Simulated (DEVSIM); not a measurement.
System: illuminated Si p-on-n cell, one wavelength, with a back-surface field, at 300 K.

Layer 1 from the left is Si, thickness (μm) 0.0840, Na (cm⁻³) 2.3e18, τn (s) 7.2e-5, τp (s) 1.2e-5, absorption coefficient (cm⁻¹) 24000. Layer 2 from the left is Si, thickness (μm) 200, Nd (cm⁻³) 6.3e15, τn (s) 0.00019, τp (s) 0.00019, absorption coefficient (cm⁻¹) 24000. Layer 3 from the left is Si, thickness (μm) 0.220, Nd (cm⁻³) 1e18, τn (s) 0.00019, τp (s) 0.00019, absorption coefficient (cm⁻¹) 24000.

Left contact: ohmic, minority electron recombination velocity 20000 cm/s. Right contact: ohmic, minority hole recombination velocity 2e5 cm/s. Voltage is applied to the left contact. Recombination: SRH at mid-gap, radiative, Auger. Gap narrowing is on: ΔEg = 6.92 meV × (l + √(l² + 0.5)), l = ln(N/1.3e17 cm⁻³), shared equally by both band edges. Light enters at the left, 2.3e16 photons cm⁻² s⁻¹, one pass, no reflection. Mobility is μmin + (μ − μmin)/(1 + (N/Nref)^α).

Constants are typed, rounded textbook-type inputs, not results; the design itself was drawn at random and stands for no fabricated device. Values at 300 K.

Si: gap (eV) 1.124, affinity (eV) 4.05, permittivity 11.7, Nc (cm⁻³) 2.86e19, Nv (cm⁻³) 3.1e19, μn (cm²/Vs) 1417, μp (cm²/Vs) 470, μn,min 52, μp,min 45, Nref,n 9.7e16, Nref,p 2.2e17, αn 0.68, αp 0.72, B (cm³/s) 4.7e-15, Cn (cm⁶/s) 2.8e-31, Cp (cm⁶/s) 9.9e-32.

DEVSIM, 1D drift-diffusion, Boltzmann statistics, complete ionisation; no tunnelling, impact ionisation, image-force lowering or self-heating.

Dark forward current:

```
|V| (V)  |J| (A/cm²)
-------  -----------
0.05       4.181e-11
0.10       2.052e-10
0.15        1.027e-9
0.20        5.876e-9
0.25        3.711e-8
0.30        2.467e-7
0.35        1.678e-6
0.40        1.153e-5
0.45        7.951e-5
0.50       0.0005491
0.55        0.003788
0.60         0.02582
0.65          0.1652
0.70          0.8867
0.75           3.724
0.80           12.03
0.85           30.42
0.90           63.13
0.95           113.2
1.00           182.6
1.05           272.3
1.10           382.8
1.15           513.8
1.20           665.1
1.25           836.0
1.30            1026
```

### Question
Work out the local ideality factor n = ΔV / (kT/q · ln(J2/J1)) between the rows 0.15 and 0.20 V, 0.45 and 0.50 V, 1.25 and 1.30 V.

### Answer
kT/q = 25.85 mV. From 0.15 to 0.20 V: ln(5.876e-9/1.027e-9) = 1.744, n = 1.11. From 0.45 to 0.50 V: ln(0.0005491/7.951e-5) = 1.932, n = 1.00, near the 1 of diffusion or emission over a barrier. From 1.25 to 1.30 V: ln(1026/836.0) = 0.205, n = 9.44.

### Question
What current could the absorbed light give at most, and what share is collected?

### Answer
Σ αd = 481, so qΦ(1 − exp(−Σ αd)) = 3.69 mA/cm². The simulated short-circuit current is 3.669 mA/cm², a share of 1.00.

### Question
Estimate the open-circuit voltage by superposition: the voltage at which the dark current equals that short-circuit current.

### Answer
Interpolating ln J in the table gives 0.549 V. The simulation gives 0.549 V, the same within the digits that matter. Superposition holds where collection doesn't change with voltage.

### Question
Estimate the fill factor from FF0 = (v − ln(v + 0.72))/(v + 1), v = qVoc/(nkT), with n from the dark curve.

### Answer
The rows about Voc, 0.50 and 0.55 V, give n = 1.00, so v = 21.2 and FF0 = 0.816. The simulation gives 0.817, the same within the digits that matter.
